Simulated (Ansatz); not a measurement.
System: Ir-vacancy pair (Ir on one host Ru site, one Ru site vacant) in hcp Ru (neutral cell). Level of theory: PBE, PAW (plane waves to 420 eV; Ansatz, an electronic-structure program).

Settings: 36 host sites, the relaxed PBE lattice, a 2×2×2 k-point mesh shifted by half a step along c, smearing 0.10 eV, spin-restricted, no image-charge correction. Static, classical nuclei. Spin-orbit coupling is left out. Forms of the defect that were not tried may lie lower.

Barriers: single points on a 4×4×4 k-point mesh shifted by half a step along c at the bands' geometries (they differ from the bands' own by up to 0.17 eV, and are uncertain by about as much).

Relaxed starting cell (atoms counted from 1):

```
CELL_PARAMETERS angstrom
      8.16420     0.00000     0.00000
     -4.08210     7.07041     0.00000
      0.00000     0.00000     8.58609
ATOMIC_POSITIONS crystal
  Ir 0.11252 0.22323 0.12458
  Ru 0.10990 0.22174 0.62456
  Ru 0.11315 0.55693 0.12452
  Ru 0.11012 0.55530 0.62453
  Ru 0.11108 0.88811 0.12453
  Ru 0.11134 0.88897 0.62454
  Ru 0.44426 0.22282 0.12451
  Ru 0.44531 0.22163 0.62454
  Ru 0.44526 0.55667 0.12455
  Ru 0.44457 0.55578 0.62453
  Ru 0.44323 0.88665 0.12455
  Ru 0.44527 0.89012 0.62456
  Ru 0.77728 0.22224 0.62455
  Ru 0.77689 0.55681 0.12449
  Ru 0.77831 0.55491 0.62449
  Ru 0.77620 0.88575 0.12455
  Ru 0.77806 0.89021 0.62457
  Ru 0.22195 0.10971 0.37514
  Ru 0.22194 0.10972 0.87397
  Ru 0.22127 0.44461 0.37597
  Ru 0.22128 0.44461 0.87313
  Ru 0.22143 0.77826 0.37460
  Ru 0.22144 0.77827 0.87445
  Ru 0.56037 0.11360 0.37342
  Ru 0.56033 0.11359 0.87565
  Ru 0.55654 0.44399 0.37529
  Ru 0.55653 0.44400 0.87371
  Ru 0.55637 0.77909 0.37552
  Ru 0.55635 0.77907 0.87360
  Ru 0.88586 0.11337 0.37400
  Ru 0.88586 0.11334 0.87517
  Ru 0.88665 0.44055 0.37400
  Ru 0.88664 0.44057 0.87493
  Ru 0.89002 0.77808 0.37472
  Ru 0.89000 0.77805 0.87433
```

End state 1 differs by these moves (Å; atoms that move under 0.08 Å are left out):

```tsv
atom	element	Δx	Δy	Δz
1	Ir	-2.73	0.00	0.00
```

**Question.** Give the forward and backward barriers to end state 1 at the level PBE, PAW.

**Answer.** forward 2.34 eV, backward 2.34 eV; at the saddle point atom 1 has neighbours Ru at 2.45, 2 Ru at 2.49, Ru at 2.67, 4 Ru at 2.81 Å. The saddle point's order was not checked, and it lies on a symmetry element of the cell, where a band can be held.
